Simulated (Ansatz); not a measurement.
The starting structures come from a database of crystals and need not be the phases stable at ambient conditions.

 Where the default PAW files enter, the runs use the earlier of Ansatz's two default sets.

# Evanescent states of Zn$_{2}$SeS (P-4m2, not sure to be the ambient phase, 4 atoms a cell, 21.1 Å³ an atom) along the normal of (110)

These are r2SCAN (plane waves, PAW; Ansatz, an electronic-structure program) values and carry that method's errors.

No gap correction and no spin-orbit coupling; mid-gap values are interpolated between computed energies.

Energies count from the valence-band top; κ is the least over a 6×6 mesh across the current.

```csv
E (eV),κ (1/Å),where
0.06,0.051,Γ
0.18,0.085,Γ
0.30,0.106,Γ
0.42,0.121,Γ
0.54,0.132,Γ
0.66,0.140,Γ
0.78,0.146,Γ
0.90,0.150,Γ
1.02,0.152,Γ
1.14,0.151,Γ
1.26,0.149,Γ
1.38,0.145,Γ
1.50,0.139,Γ
1.62,0.131,Γ
1.74,0.120,Γ
1.86,0.105,Γ
1.98,0.084,Γ
2.10,0.051,Γ
```

**Question.** How thick must the barrier be to attenuate the transmission by 10^6 when the electrodes' Fermi level lies at 1.14 eV, and what attenuation does that film give at 1.98 eV?

**Answer.** d = 6 ln 10 / (2 × 0.151) = 45.7 Å. At 1.98 eV it gives 6 × 0.084/0.151 = 3.3 decades.
